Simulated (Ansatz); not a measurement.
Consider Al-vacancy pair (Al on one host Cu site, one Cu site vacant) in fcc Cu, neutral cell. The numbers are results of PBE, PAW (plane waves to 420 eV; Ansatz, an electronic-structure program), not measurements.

32-site cell at the relaxed PBE lattice, a 2×2×2 k-point mesh shifted by half a step, smearing 0.10 eV, spin-restricted, no finite-size correction. Static, classical nuclei. Forms of the defect that were not tried may lie lower. The order of the sites in energy changes with the mesh.

Barriers: single points on a 4×4×4 k-point mesh shifted by half a step at the bands' geometries (they differ from the bands' own by up to 0.16 eV, and are uncertain by about as much).

Relaxed starting cell (atoms counted from 1):

```yaml
crystal:
  lattice:
    - [7.26000, 0.00000, 0.00000]
    - [0.00000, 7.26000, 0.00000]
    - [0.00000, 0.00000, 7.26000]
  atoms:
    - { symbol: Al, position: [0.99899, 0.00394, 0.00629] }
    - { symbol: Cu, position: [0.99878, 0.00336, 0.49827] }
    - { symbol: Cu, position: [0.99888, 0.49628, 0.00511] }
    - { symbol: Cu, position: [0.99886, 0.49730, 0.49988] }
    - { symbol: Cu, position: [0.49882, 0.00042, 0.00271] }
    - { symbol: Cu, position: [0.49904, 0.00051, 0.50072] }
    - { symbol: Cu, position: [0.49906, 0.49854, 0.00300] }
    - { symbol: Cu, position: [0.49890, 0.49896, 0.50080] }
    - { symbol: Cu, position: [0.99885, 0.25038, 0.75231] }
    - { symbol: Cu, position: [0.99899, 0.75001, 0.25280] }
    - { symbol: Cu, position: [0.99903, 0.75013, 0.75207] }
    - { symbol: Cu, position: [0.49878, 0.25017, 0.25217] }
    - { symbol: Cu, position: [0.49902, 0.25046, 0.75142] }
    - { symbol: Cu, position: [0.49882, 0.74915, 0.25265] }
    - { symbol: Cu, position: [0.49894, 0.74952, 0.75170] }
    - { symbol: Cu, position: [0.24765, 0.00217, 0.25281] }
    - { symbol: Cu, position: [0.24858, 0.00029, 0.75076] }
    - { symbol: Cu, position: [0.24648, 0.49695, 0.25210] }
    - { symbol: Cu, position: [0.24847, 0.49899, 0.75172] }
    - { symbol: Cu, position: [0.74990, 0.00187, 0.25235] }
    - { symbol: Cu, position: [0.74938, 0.00023, 0.75074] }
    - { symbol: Cu, position: [0.75116, 0.49702, 0.25203] }
    - { symbol: Cu, position: [0.74947, 0.49882, 0.75163] }
    - { symbol: Cu, position: [0.24785, 0.25026, 0.00375] }
    - { symbol: Cu, position: [0.24730, 0.24998, 0.50001] }
    - { symbol: Cu, position: [0.24854, 0.74859, 0.00284] }
    - { symbol: Cu, position: [0.24851, 0.74943, 0.50085] }
    - { symbol: Cu, position: [0.74990, 0.25021, 0.00378] }
    - { symbol: Cu, position: [0.75052, 0.24993, 0.49956] }
    - { symbol: Cu, position: [0.74925, 0.74858, 0.00275] }
    - { symbol: Cu, position: [0.74947, 0.74941, 0.50076] }
```

End state 1 differs by these moves (Å; atoms that move under 0.08 Å are left out):

```csv
atom,element,Δx,Δy,Δz
1,Al,0.00,1.75,1.75
```

Problem. Estimate the forward and backward barriers to end state 1 that PBE, PAW returns for this input.

Solution. forward 0.59 eV, backward 0.59 eV; at the saddle point atom 1 has neighbours 4 Cu at 2.38, 4 Cu at 2.78 Å. The saddle point's order was not checked, and it lies on a symmetry element of the cell, where a band can be held.

End state 2 differs by these moves (Å; atoms that move under 0.08 Å are left out):

```json
[
 {"atom": "3", "element": "Cu", "Δx": "0.00", "Δy": "-1.76", "Δz": "1.77"}
]
```

Problem. What forward and backward barriers to end state 2 does PBE, PAW give?

Solution. forward 0.70 eV, backward 0.72 eV; at the saddle point atom 3 has neighbours Al at 2.75; 4 Cu at 2.37, Cu at 2.78, Cu at 2.79, Cu at 2.81 Å. The saddle point's order was not checked, and it lies on a symmetry element of the cell, where a band can be held.
